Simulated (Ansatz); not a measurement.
**Point defect Li_Al in corundum**

Calculation: PBE, PAW (plane waves to 420 eV; Ansatz, a quantum-chemistry and plane-wave program). A 2×2×1 supercell of 120 sites was used; the energies come from a 2×2×2 Γ-centred sampling of its zone. Site at the start: the Al site. Finite-size correction: monopole term and site-potential alignment. Dielectric constants: PBE linear response of the host. Host gap at this level: 5.85 eV. Finite-size and sampling errors can reach tenths of an eV here. PBE underestimates the host's gap, which shifts levels and can delocalise carriers. Spin–orbit coupling is left out. Each state is the lowest found from its start.

Formation energies E_f are given with the Fermi level at the valence-band maximum. Chemical conditions: Al-rich (Δμ(Al) = 0.00 eV, Δμ(Li) = -0.37 eV, bounded by LiAl (Fd-3m); only phases computed here count, gases as isolated molecules at 0 K); O-rich (Δμ(Al) = -7.45 eV, Δμ(Li) = -2.82 eV, bounded by Li2O2 (P6_3/mmc); only phases computed here count, gases as isolated molecules at 0 K). Reference phases: Al: fcc Al, Li: bcc Li.

| charge | moment (μB) | point group | largest move off a lattice site (Å) | image correction with alignment (eV) | E_f, Al-rich (eV) | E_f, O-rich (eV) | above the lowest spin state (eV) |
|---|---|---|---|---|---|---|---|
| +1* | 3.0 | – | 0.14 | – | – | – | 0.00 |
| 0 | 2.0 | C3 | 0.13 | 0.00 | 7.25 | 2.26 | 0.00 |
| 0† | not spin-polarised | – | 0.13 | 0.00 | 7.35 | 2.36 | 0.10 |
| −1† | 1.0 | – | 0.13 | 0.30 | – | – | 0.00 |
| −2 | not spin-polarised | C3 | 0.16 | 0.88 | 8.46 | 3.46 | 0.00 |

* At this level the carrier isn't localised at the defect: at charge +1 holes occupy the valence band. Such a state is shallow or no state of the defect, and this cell gives it no level.

† Not settled in this cell, so no level is given: charge −1: a level filled in part.

Point groups are those of the whole cell at tolerances of 0.03 and 0.1 Å ("near" where only the looser one holds); none is given for unsettled states.

Starting moments that weren't kept: charge +1 began with 1 μB and ended with 3.0.

Flagged in the runs: a host whose relaxation on this sampling wasn't shown to rest.

All states together cost roughly 2.1 core-hours.
